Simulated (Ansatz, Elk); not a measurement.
An Ansatz (a quantum-chemistry and plane-wave program) input for a self-consistent single point of AgBr (Fm-3m, 2 atoms in the cell) (DFT, PBE with spin-orbit coupling, plane waves, default PAW files):

Ansatz 0.2 input:
```yaml
# AgBr
crystal:
  lattice:
    - [0.000000, 2.823336, 2.823336]
    - [2.823336, 0.000000, 2.823336]
    - [2.823336, 2.823336, 0.000000]
  atoms:
    - { symbol: Ag, position: [0.000000, 0.000000, 0.000000] }
    - { symbol: Br, position: [0.500000, 0.500000, 0.500000] }
basis:
  ecutwfc: 30.9 Ry
kpoints:
  mp_grid: { grid: [8, 8, 8] }
hamiltonian:
  xc: pbe
  pseudopotentials: { kind: paw }
magnetization:
  noncollinear: true
  spin_orbit: true
scf:
  occupations: { method: fixed }
output:
  forces: true
  eigenvalues: true
  stress: true
```

Q: Write the same calculation as an input for Elk.

A: This is the input that was run; spellings and numerical settings could be chosen otherwise.

```
tasks
  0

xctype
  20

spinorb
  .true.

rgkmax
  7.5

gmaxvr
  16.0

nxoapwlo
  1

lmaxi
  3

nempty
  10

stype
  0

swidth
  0.0001

maxscl
  100

scale
  1.889726125

avec
    0.0000000000    2.8233360000    2.8233360000
    2.8233360000    0.0000000000    2.8233360000
    2.8233360000    2.8233360000    0.0000000000

sppath
  'species/'

atoms
  2
  'Ag.in'
  1
  0.0000000000  0.0000000000  0.0000000000    0.0 0.0 0.0
  'Br.in'
  1
  0.5000000000  0.5000000000  0.5000000000    0.0 0.0 0.0

ngridk
  8 8 8
```

Basis, cutoffs, solver keys and any potentials are the target program's own. This input uses DFT, PBE, spin-orbit coupling in second variation, all-electron FP-LAPW, Elk's shipped species files, LAPW+lo basis. Both were run: gap on the mesh 0.586 eV in Ansatz and 0.547 in Elk; size of the net moment 0.00 μB/atom in Ansatz and 0.00 in Elk.

On Elk: the starting cell comes from a database of computed structures (which also holds hypothetical and non-ambient phases and stackings), without a prior relaxation at this level. Its lattice was rescaled by a random factor within 2.5 % of one. Values depend on the basis (sphere radii, cutoffs, local orbitals), which need not be converged.

On Ansatz: the starting cell comes from a database of computed structures (which also holds hypothetical and non-ambient phases and stackings), without a prior relaxation at this level. Its lattice was rescaled by a random factor within 2.5 % of one. With a pressure of about 5 GPa the cell is away from its equilibrium volume at this level.
